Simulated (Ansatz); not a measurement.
Carrier properties of ZnS (F-43m)

Consider the following.

```yaml
crystal:
  lattice:
    - [0.00000, 2.67828, 2.67828]
    - [2.67828, 0.00000, 2.67828]
    - [2.67828, 2.67828, 0.00000]
  atoms:
    - { symbol: Zn, position: [0.00000, 0.00000, 0.00000] }
    - { symbol: S, position: [0.25000, 0.25000, 0.25000] }
```

All values below come from PBEsol with spin-orbit coupling, rigid bands (plane waves, PAW; Ansatz, a program for electronic structure). Cell: cell and atoms relaxed with PBEsol.

```yaml
band_gap: 2.06 eV
electron conductivity mass (300 K, dilute): 0.179 mₑ
hole conductivity mass (300 K, dilute): 0.84 mₑ
effective density of states N_c (300 K): 1.8e18 cm⁻³
effective density of states N_v (300 K): 5.1e19 cm⁻³
density_of_states_mass_electrons: 0.175 mₑ
density_of_states_mass_holes: 1.60 mₑ
Seebeck coefficient, n-type 1e19 cm⁻³, 300 K: -104 μV/K
Seebeck coefficient, p-type 1e19 cm⁻³, 300 K: 382 μV/K
best p-type power factor at 300 K for τ = 10 fs (best axis; densities from 1e16 to 1e21 cm⁻³ tried, whether or not they can be reached): 16.9 μW/(cm·K²) at 3e20 cm⁻³
```

Rigid bands; masses and Seebeck coefficients take one relaxation time τ for all states and one kind of carrier; polarons and phonon drag are left out.
